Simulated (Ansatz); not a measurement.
Segregation at the (100) face of germanium (2 dangling bonds in a cell of 33.2 Å²). One Ge atom a cell is replaced, so the share of its plane is large in a cell this small; ΔE is the energy with the foreign atom at the named place less that with it in the third shell under the same cover, so a negative value draws it outward. Neutral cells at the host's lattice constant; the third shell stands in for the bulk, and poorly, since in these thin slabs it lies next to the held lower part; where a shell has unlike sites, the highest atom was taken. Each cell ran one start, with such symmetry as it has and one spin start at most; a change of moment or buckling is part of ΔE.

Computed with PBE (plane waves to 420 eV, PAW; Ansatz, a quantum-chemistry and plane-wave program).

```
element, place, cover          ΔE (eV)  moment, named place / third shell (μB)
-----------------------------  -------  --------------------------------------
B, atom under it, Cl-covered     -0.28                               0.0 / 0.0
C, surface atom, Cl-covered      -0.24                                 no spin
C, atom under it, Cl-covered     -0.80                                 no spin
Ga, surface atom, bare           -0.27                               0.0 / 0.0
Ga, atom under it, Cl-covered     0.09                               0.0 / 0.0
Ga, atom under it, H-covered      0.11                               0.0 / 0.0
Ga, atom under it, bare           0.13                               0.0 / 0.0
P, surface atom, bare            -0.75                               0.0 / 0.0
P, atom under it, H-covered      -0.29                               0.0 / 0.0
P, atom under it, bare           -0.61                               0.0 / 0.0
Sb, surface atom, bare           -0.88                               0.3 / 0.0
Sb, atom under it, H-covered     -0.11                               0.0 / 0.0
Sb, atom under it, bare          -0.38                               0.0 / 0.0
Si, surface atom, Cl-covered     -0.36                                 no spin
Si, surface atom, H-covered      -0.19                                 no spin
Si, surface atom, bare            0.27                                 no spin
Si, atom under it, Cl-covered    -0.02                                 no spin
Si, atom under it, H-covered     -0.06                                 no spin
Si, atom under it, bare          -0.01                                 no spin
Sn, surface atom, H-covered       0.17                                 no spin
Sn, surface atom, bare           -0.17                                 no spin
Sn, atom under it, H-covered      0.12                                 no spin
Sn, atom under it, bare          -0.03                                 no spin
```

Si at the surface: 0.27 eV bare, -0.19 eV H-covered, -0.36 eV Cl-covered. The cover turns the preference round.

Sn at the surface: -0.17 eV bare, 0.17 eV H-covered. The cover turns the preference round.

Dopants of groups 13 and 15 at a covered surface site carry no cap, so those pairs differ in atoms and aren't listed.

Left out: 1 run of this family that did not converge or found no flat vacuum level.

Task: Take ΔE for Si at the surface atom of the H-covered face and a bulk share of 0.05. What share does the Langmuir–McLean isotherm give for that place at 800 K?

Result: x/(1 − x) = x_b/(1 − x_b) · exp(−ΔE/kT) with ΔE = -0.19 eV and kT = 0.0689 eV: 0.0526 × 15.7 = 0.828, so x = 0.45. The isotherm takes independent sites, no vibrational entropy and a ΔE of the dilute limit, which a cell this small only approaches.
